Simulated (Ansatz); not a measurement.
The parent structure is Te (space group P3_121, No. 152; made of chains).

```
Te
1.0
    4.62412     0.00000     0.00000
   -2.31206     4.00460     0.00000
    0.00000     0.00000     5.90339
Te
3
Direct
  0.25335   0.00000   0.33333
  0.00000   0.25335   0.66667
  0.74665   0.74665   0.00000
```

Cartesian axes are those of the cell as printed.

Level of theory: r2SCAN (Ansatz, a program for electronic structure), no SOC.

Before the change:

Smallest direct gap: 0.60 eV
Pressure: 0.00 GPa
Shortest interatomic distance: 2.827 Å
Band gap: 0.55 eV

One thing is altered: uniaxial strain ε_yy = +4.00 %, all other strain components held at zero; the atoms relax in the strained cell.

Estimate the effect on the smallest direct gap.

The smallest direct gap increases by 0.09 eV to 0.69 eV.

How does this affect the pressure?

The pressure (mean of the normal stresses, compression positive) goes from zero to -0.45 GPa.

Estimate the effect on the shortest interatomic distance.

The shortest interatomic distance shrinks by 0.016 Å, from 2.827 Å to 2.811 Å.

Predict the new energy relative to the base.

The energy increases by 3.0 meV/atom.

How does this affect the band gap?

The band gap goes up by 0.10 eV (0.55 eV → 0.65 eV).

With Te present, leaving out spin-orbit coupling can change the band edges. Stability against distortions was not tested. No dispersion term is included, though the crystal is made of layers, chains or molecules, so its spacings can come out too wide.
